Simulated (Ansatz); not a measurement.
## HfO2 (P4₂/nmc, No. 137, 6 atoms in the cell; start mp-1018721; high-temperature phase)

These are PBE-D4 in Ansatz (PAW) values and carry that method's errors.

Run with plane-wave cutoff 500 eV, 12×12×8 k mesh (along the axes of the cell as run), gaussian smearing 0.02 eV, scalar-relativistic PAW data made under PBE.

Cell (relaxed at this level):

```cif
data_Hf2O4
_chemical_formula_sum 'Hf2 O4'
_space_group_name_H-M_alt 'P42/nmc :1'
_space_group_IT_number 137
_space_group_name_Hall 'P 4n 2n -1n'
_cell_length_a 3.58909
_cell_length_b 3.58909
_cell_length_c 5.22336
_cell_angle_alpha 90.000
_cell_angle_beta 90.000
_cell_angle_gamma 90.000
loop_
_space_group_symop_operation_xyz
  'x, y, z'
  '-y+1/2, x+1/2, z+1/2'
  '-x, -y, z'
  'y+1/2, -x+1/2, z+1/2'
  'x+1/2, -y+1/2, -z+1/2'
  '-y, -x, -z'
  '-x+1/2, y+1/2, -z+1/2'
  'y, x, -z'
  '-x+1/2, -y+1/2, -z+1/2'
  'y, -x, -z'
  'x+1/2, y+1/2, -z+1/2'
  '-y, x, -z'
  '-x, y, z'
  'y+1/2, x+1/2, z+1/2'
  'x, -y, z'
  '-y+1/2, -x+1/2, z+1/2'
loop_
_atom_site_label
_atom_site_type_symbol
_atom_site_symmetry_multiplicity
_atom_site_Wyckoff_symbol
_atom_site_fract_x
_atom_site_fract_y
_atom_site_fract_z
_atom_site_occupancy
Hf1 Hf 2 a 0.00000 0.00000 0.00000 1
O1 O 4 d 0.00000 0.50000 0.19603 1
```

For HfO2 (P4₂/nmc, No. 137, 6 atoms in the cell; start mp-1018721; high-temperature phase), the band gap is 4.68 eV (on the SCF k mesh).

Note: the relaxation could not lower the start's symmetry, so the cell can be a saddle point above a distorted one.

Spin–orbit coupling is not included.

The computed numbers hold no vibrational or temperature effects.

A start named mp-… is a Materials Project structure, which need not be a measured phase.

Ansatz is an electronic-structure program.
